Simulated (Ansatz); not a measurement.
## GaN: energy against strain

GaN (zinc blende, F-43m, 11.055 Å³/atom at rest) under an equal strain ε in the (111) plane with the normal axis free, as in a coherent film. LDA in Ansatz, a plane-wave DFT program (PAW, default set), 420 eV, 13×13×13 Γ-centred mesh, Fermi-Dirac smearing 0.05 eV; ions are relaxed within the symmetry of each cell.

Here s stands for strain and y for E less E0.

```
strain (%)  E less E0 (meV/atom)
----------  --------------------
-1.25                       5.16
-0.83                       2.25
-0.42                       0.55
0.00                        0.00
0.42                        0.55
0.83                        2.16
1.25                        4.89
2.50                           ?
```

Taking a parabola for y over the 7 complete rows: Least squares gives y = -0.013 - 0.0849·s + 3.2231·s². Residuals (row less fit): 0.031, -0.028, -0.041, 0.013, 0.030, 0.023, -0.027; standard error 0.038 (degrees of freedom: 4). Twice the quadratic coefficient over the volume, 2 × 3.2231 meV × 10⁴ × 0.1602 / 11.055 Å³, is twice the biaxial elastic modulus of this plane = 934 ± 7 GPa.

Q: Estimate the missing y (s = 2.50); what did the run itself give?

A: y = -0.013 - 0.0849 × 2.50 + 3.2231 × 2.50² = 19.919 meV/atom. The calculation gives 19.17 meV/atom, 0.749 meV/atom below the prediction (3.9 % of the range of y in the table). The row lies outside the fitted rows, so this is an extrapolation. From the scatter of the fitted rows alone, a prediction at this place has a standard error of 0.145 meV/atom, so the miss is 5.2 times that.

One order more, fitted to all 13 runs of the series, follows each within 0.02, so the miss is the next term of a smooth law. GaN is here a metastable form; wurtzite is the usual one. Rows are the converged runs of the series near zero and its far end; series whose fitted rows scatter by over a few per cent of the range, as at a crossing or softening among them, aren't shown in this form. Most that stay on the fit to the last digits aren't either.
